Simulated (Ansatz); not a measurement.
## PtS, pressure series

Consider PtS (space group P4_2/mmc, No. 131; a = 3.475 Å, c = 6.067 Å).

Cell and atoms are relaxed at each pressure.

All numbers come from PBEsol in Ansatz (plane waves to 420 eV, PAW, scalar-relativistic without spin-orbit coupling).

Computed cases, in order: pressure −2 GPa; pressure −1 GPa; 0 GPa (base); pressure 0.9 GPa; pressure 2.1 GPa; pressure 4.5 GPa; pressure 9 GPa; pressure 15 GPa; pressure 22.5 GPa; pressure 30 GPa.

Question: Between which two neighbouring cases does the band gap open or close?

Answer: Between pressure 22.5 GPa (0.07 eV) and pressure 30 GPa (zero). The whole series: pressure −2 GPa: 0.48 eV; pressure −1 GPa: 0.50 eV; 0 GPa (base): 0.52 eV; pressure 0.9 GPa: 0.54 eV; pressure 2.1 GPa: 0.56 eV; pressure 4.5 GPa: 0.58 eV; pressure 9 GPa: 0.54 eV; pressure 15 GPa: 0.48 eV; pressure 22.5 GPa: 0.07 eV; pressure 30 GPa: zero.

The mesh was chosen for an insulator and is coarse for the gapless case. Spin-orbit coupling, missing from the scalar runs, can matter with Pt. Load acts through the strain it causes; cell and atoms are relaxed under it. Whether these cells are dynamically stable was not tested. No other phases were tried under pressure. The final runs are not spin-polarised. The zero or small gap of PtS under pressure 22.5 GPa and PtS under pressure 30 GPa can change with the level of theory.

Ansatz is a program for electronic structure.
